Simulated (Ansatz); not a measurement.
Here is the system:

```
CELL_PARAMETERS angstrom
      0.00000     3.02701     3.02701
      3.02701     0.00000     3.02701
      3.02701     3.02701     0.00000
ATOMIC_POSITIONS crystal
  Li 0.25000 0.25000 0.25000
  Li 0.00000 0.00000 0.00000
  Zn 0.75000 0.75000 0.75000
  Zn 0.50000 0.50000 0.50000
```

The numbers are results of PBEsol, DFPT electron-phonon coupling, linearised Boltzmann equation (plane waves, PAW, scalar-relativistic; Ansatz, a quantum-chemistry and plane-wave program), not measurements. How the cell was made: relaxed with this functional, without spin-orbit coupling.

Estimate the phonon-limited resistivity at 300 K, by direction if it differs.

7.2 μΩ·cm.

How long is the mean free path there?

12.2 nm, weighted by the current that each state carries. Wires not much wider than this gain resistivity from their walls.

A metal at this level (no band gap). Only scattering by harmonic phonons is included (no impurities, grain boundaries, electron-electron scattering or thermal expansion). Spin-orbit coupling is left out. The run warned that the eigensolver left some states short of its tolerance. Halving the electron mesh (24x24x24) moves the resistivity by up to 3 % at 300 K, the mean free path by up to 1 %. Smearing 0.20 eV; phonons on a 4x4x4 q mesh, which this run doesn't test.
